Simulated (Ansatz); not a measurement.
**Zn on the B site (Zn_B) (zinc-blende BP host)**

These are PBE, PAW (plane waves to 420 eV; Ansatz, a first-principles code) values and carry that method's errors. The supercell holds 64 host sites (2×2×2 repeats of the unit cell), with a 2×2×2 shifted k-point sampling for the final energies. Site at the start: the B site. Energies of charged states are corrected for periodic images (point charge plus alignment at distant sites). Dielectric constants: PBE linear response of the host. Host gap at this level: 1.25 eV. Finite-size and sampling errors can reach tenths of an eV here. The semilocal functional narrows the gap, so deep levels can fall outside it. Spin–orbit coupling is left out. Each state is the lowest found from its start.

Formation energies E_f are given with the Fermi level at the valence-band maximum. Chemical conditions: P-rich (Δμ(B) = -0.86 eV, Δμ(Zn) = -0.83 eV, bounded by ZnP2 (P4_32_12); only phases computed here count, gases as isolated molecules at 0 K). Reference phases: B: alpha boron, Zn: hcp Zn.

| charge | moment (μB) | largest move off a lattice site (Å) | image correction with alignment (eV) | E_f, P-rich (eV) |
|---|---|---|---|---|
| +1* | not spin-polarised | 0.24 | – | – |
| 0† | 1.0 | 0.22 | 0.00 | 3.10 |
| −1 | not spin-polarised | 0.21 | 0.05 | 3.29 |

* At this level the carrier isn't localised at the defect: at charge +1 holes occupy the valence band. Such a state is shallow or no state of the defect, and this cell gives it no level.

† Not settled in this cell, so no level is given: charge 0: carriers not clearly localised.

Flagged in the runs: a doubtful potential alignment.
